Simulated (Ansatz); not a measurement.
Abridged Ansatz (an electronic-structure program) output:

```
Relaxation: its limit of steps is 60 (relax.max_steps)
Pseudopotential: Ge, paw, valence charge 14
Pseudopotential: S, paw, valence charge 6
Crystal: 8 atoms, lattice volume = 149.222 Å³
Basis set: ecut = 420 eV, 2889 PW (Γ), exchange–correlation on 144×50×54 points (8 copies of the dense FFT grid, shifted against one another)
Bands: 48, of which v1, the nominal top of the filled ones, is band 40 counted from 1 (39 counted from 0)
Symmetry: 8 space group operations
k-points: 50 of 216
Functional: x = pbe(κ = 0.804, μ = 0.2195149727645171), c = pbe(β = 0.06672455060314922)
SCF iter   1: F=—  HF=-20792.695628 eV  |F-HF|=—  |Δ(HF+E_count)|=         —  Δρ=1.90e-3  dr2=4.95e-3  ethr=1.77e-3  ⟨swp⟩=6.1  Hψ=9091  notcnv=0  defer=1
SCF iter   2: F=—  HF=-20792.693087 eV  |F-HF|=—  |Δ(HF+E_count)|=   2.54e-3  Δρ=1.01e-3  dr2=1.15e-3  ethr=6.19e-6  ⟨swp⟩=2.0  Hψ=4807  notcnv=0  defer=9
SCF 1 converged in 7 iterations: F = -20792.693199 eV  dr2 = 9.25e-9
relax step   1: F+E_penalty+E_count = -20792.69319938 eV  Δ(F+E_penalty+E_count) = +0.000e0 eV  max|allowed force component| = 1.129e-3 eV/Å  Δτ_max = 0.0000 Å  P = +3.000 GPa  Ω = 149.222 Å³  (7 SCF iters, dr2 threshold 1.00e-7 eV, accepted)
[... steps on the carried basis left out ...]
relax step   9: F+E_penalty+E_count = -20792.41268544 eV  Δ(F+E_penalty+E_count) = +1.345e-3 eV  max|allowed force component| = 3.444e-4 eV/Å  Δτ_max = 0.0000 Å  P = +7.001 GPa  Ω = 139.939 Å³  stress off target by 2.95e-3 GPa  SCF on the basis re-selected at this cell (its energy is not comparable with the rows above)  (6 SCF iters)
SCF converged after 6 iterations
Free energy (F): -20792.412685 eV
Internal energy: -20792.412350 eV  (E = F + TS)
E sigma→0 (E₀):  -20792.412518 eV
Entropy (-TS):   -0.000335 eV (-0.042 meV/atom)
Fermi energy:    10.237591 eV
  E_disp       = -2.933695  (pairwise vdW)
--- Forces (eV/Å), atoms counted from 1 ---
  atom   1  Ge    -0.00013265    -0.00000000    -0.00027233
[...]
  atom   3  Ge     0.00013265     0.00000000     0.00027233
  atom   4  Ge    -0.00013265     0.00000000     0.00027233
  atom   5  S     -0.00034442    -0.00000000    -0.00003767
  atom   6  S      0.00034442    -0.00000000    -0.00003767
  atom   7  S      0.00034442     0.00000000     0.00003767
  atom   8  S     -0.00034442     0.00000000     0.00003767
--- Stress (GPa, compression-positive) ---
        6.998556       0.000000       0.000000
        0.000000       7.000186      -0.000000
        0.000000      -0.000000       7.002946
  P = ⅓ Tr σ = 7.0006 GPa (70.006 kbar)
--- Relaxed structure (8 steps of the walk, 6 accepted, 1 SCFs on fresh bases) ---
  cell:  # Å, volume = 139.9390 Å³
    - [9.937532945453434, 0.0, 0.0]
    - [0.0, 3.6144147399977733, 0.0]
    - [0.0, 0.0, 3.89603043921214]
  atoms:
    - { symbol: Ge, position: [0.6145036626076613, 0.75, 0.6009073155888394] }
    - { symbol: Ge, position: [0.8854963373923385, 0.25, 0.10090731558883939] }
    - { symbol: Ge, position: [0.38549633739233863, 0.25, 0.39909268441116047] }
    - { symbol: Ge, position: [0.11450366260766132, 0.75, 0.8990926844111605] }
    - { symbol: S, position: [0.3555724523291651, 0.75, 0.989057629045828] }
    - { symbol: S, position: [0.1444275476708348, 0.25, 0.4890576290458278] }
    - { symbol: S, position: [0.6444275476708348, 0.25, 0.010942370954172083] }
    - { symbol: S, position: [0.8555724523291651, 0.75, 0.5109423709541719] }
```

Q: What was computed, and what are the main results?

A: GeS, 8 atoms in the cell, with Ansatz, PBE-D3(BJ), PAW, cutoff 420 eV, spin-orbit coupling left out, from a series relaxed to a target (pressure 7 GPa). The last SCF converged to F = -20792.412685 eV, or -2599.0516 eV per atom, at a pressure of 7.00 GPa. The total energy compares only with runs of the same code, potentials and settings.

Load acts through the strain it causes; cell and atoms are relaxed under it. No phonon test of stability was made. Competing high-pressure phases were not computed. The cell was made from GeS in the GeS type structure (space group Pnma, No. 62; layered, stacked along the Cartesian x axis) by this change: pressure 7 GPa.

Keys are those of Ansatz 0.2.
